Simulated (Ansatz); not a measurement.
Base system: KTaO3 in the cubic perovskite structure (space group Pm-3m, No. 221).

```xyz
5
Lattice="3.9520 0.0000 0.0000 0.0000 3.9520 0.0000 0.0000 0.0000 3.9520" Properties=species:S:1:pos:R:3 pbc="T T T"
K      0.0000     0.0000     0.0000
Ta     1.9760     1.9760     1.9760
O      1.9760     0.0000     1.9760
O      0.0000     1.9760     1.9760
O      1.9760     1.9760     0.0000
```

Cartesian axes are those of the cell as printed.

Calculations: plane-wave PAW DFT at the LDA level (Ansatz, a quantum-chemistry and plane-wave program, 420 eV), spin-orbit coupling left out.

One thing is altered: an isotropic linear strain of +0.60 %; the atoms relax in the strained cell.

**Question.** Predict the stress tensor and what it implies for the stiffness.

**Answer.** Stress of the strained cell less that of the base (GPa, compression positive):
```
  -3.76    0.00    0.00
   0.00   -3.76    0.00
   0.00    0.00   -3.76
```

Then B = −ΔP/(ΔV/V₀) with ΔV/V₀ = 0.0181 gives secant stiffness values (nonlinear terms included at this strain): B ≈ 208 GPa.

No phonon test of stability was made.
